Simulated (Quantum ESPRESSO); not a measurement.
Quantum ESPRESSO run on ZrSe (P-6m2, 2 atoms in the cell): self-consistent single point.

Method of the run: PBEsol, SSSP 1.1.2 efficiency (PBE) pseudopotentials (plane waves; Quantum ESPRESSO).

The change in words: lattice scaled by 0.98. Reference geometry:
```
CELL_PARAMETERS angstrom
      3.60943     0.00000     0.00000
     -1.80472     3.12586     0.00000
      0.00000     0.00000     3.66107
ATOMIC_POSITIONS crystal
  Zr 0.00000 0.00000 0.00000
  Se 0.33333 0.66667 0.50000
```

Reference input (self-consistent single point, DFT, PBEsol, plane waves, SSSP 1.1.2 efficiency (PBE) pseudopotentials): ecutwfc = 40 Ry; ecutrho = 320 Ry; occupations = smearing; smearing = fermi-dirac; degauss = 0.0099958 Ry; input_dft = pbesol; potentials = {Zr: Zr_pbe_v1.uspp.F.UPF, Se: Se_pbe_v1.uspp.F.UPF}; K_POINTS = automatic 7 7 6 0 0 0; conv_thr = 1e-10 Ry; mixing_beta = 0.3. This run's input differs from it in these lines:

```diff
@@ -11,4 +11,4 @@
    ibrav = 4,
-   A = 3.6094310351,
-   C = 3.6610660000,
+   A = 3.5372423283,
+   C = 3.5878450000,
    nat = 2,
```

Output, abridged:

```
     Self-consistent Calculation

     iteration #  1     ecut=    40.00 Ry     beta= 0.30

---- Real-time Memory Report at c_bands before calling an iterative solver
           122 MiB given to the printing process from OS
            28 MiB allocation reported by mallinfo(arena+hblkhd)
------------------

     Threshold (ethr) on eigenvalues was too large:
     Diagonalizing with lowered threshold

---- Real-time Memory Report at c_bands before calling an iterative solver
           131 MiB given to the printing process from OS
            34 MiB allocation reported by mallinfo(arena+hblkhd)
------------------

   [... lines left out ...]
           136 MiB given to the printing process from OS
            39 MiB allocation reported by mallinfo(arena+hblkhd)
------------------

     negative rho (up, down):  6.274E-02 0.000E+00

     total energy              =    -142.48501160 Ry
     estimated scf accuracy    <          1.2E-09 Ry

     iteration # 10     ecut=    40.00 Ry     beta= 0.30

---- Real-time Memory Report at c_bands before calling an iterative solver
           136 MiB given to the printing process from OS
            40 MiB allocation reported by mallinfo(arena+hblkhd)
------------------

     negative rho (up, down):  6.274E-02 0.000E+00
     End of self-consistent calculation

     the Fermi energy is    13.8596 ev

!    total energy              =    -142.48501160 Ry
     estimated scf accuracy    <          6.3E-11 Ry
     smearing contrib. (-TS)   =      -0.00194551 Ry
     internal energy E=F+TS    =    -142.48306609 Ry

     convergence has been achieved in  10 iterations

     negative rho (up, down):  6.274E-02 0.000E+00

     Forces acting on atoms (cartesian axes, Ry/au):

     atom    1 type  1   force =    -0.00000000   -0.00000000    0.00000000
     atom    2 type  2   force =     0.00000000    0.00000000    0.00000000

     Total force =     0.000000     Total SCF correction =     0.000000

     negative rho (up, down):  6.274E-02 0.000E+00
          total   stress  (Ry/bohr**3)                   (kbar)     P=        1.37
  -0.00000473   0.00000000  -0.00000000           -0.70        0.00       -0.00
   0.00000000  -0.00000473   0.00000000            0.00       -0.70        0.00
  -0.00000000   0.00000000   0.00003736           -0.00        0.00        5.50

   JOB DONE.
```

The run converged in 10 iterations. Against the reference run the free energy falls by 26.9 meV/atom and the pressure goes from -6.93 to 0.14 GPa.

The starting cell comes from a database of computed structures (which also holds hypothetical and non-ambient phases and stackings), without a prior relaxation at this level. Its lattice was rescaled by a random factor within 2.5 % of one. For this run, on top of that: lattice scaled by 0.98.
